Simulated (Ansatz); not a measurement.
Results of PBE-D4 (Ansatz, a first-principles code, PAW) for white tin (β-Sn).

Settings: plane-wave cutoff 520 eV, 20×20×20 k mesh, Fermi–Dirac smearing 0.05 eV, scalar-relativistic PAW data made under PBE.

Cell (relaxed at this level):

```xyz
2
Lattice="-2.9295 2.9295 1.5832 2.9295 -2.9295 1.5832 2.9295 2.9295 -1.5832" Properties=species:S:1:pos:R:3 pbc="T T T"
Sn     2.9295     0.0000     0.7916
Sn     0.0000     0.0000     0.0000
```

Question: Give the computed bulk modulus B0 and pressure derivative B′ of the bulk modulus.

Answer: 
- bulk modulus B0: 54.5 GPa
- pressure derivative B′ of the bulk modulus: 4.8

The run finds no gap.

Measured, for comparison: bulk modulus 57.0 GPa (temperature not stated, not corrected to a static lattice; as tabulated in Chen et al. (2023), arXiv:2209.05059). Computed (rounded) less measured: bulk modulus -4 %.

Note: the bulk modulus comes from volumes at which shape and atoms were relaxed.

Spin–orbit coupling is not included.

Static lattice: no zero-point or thermal effects.

Computing time: roughly 5 core-minutes.
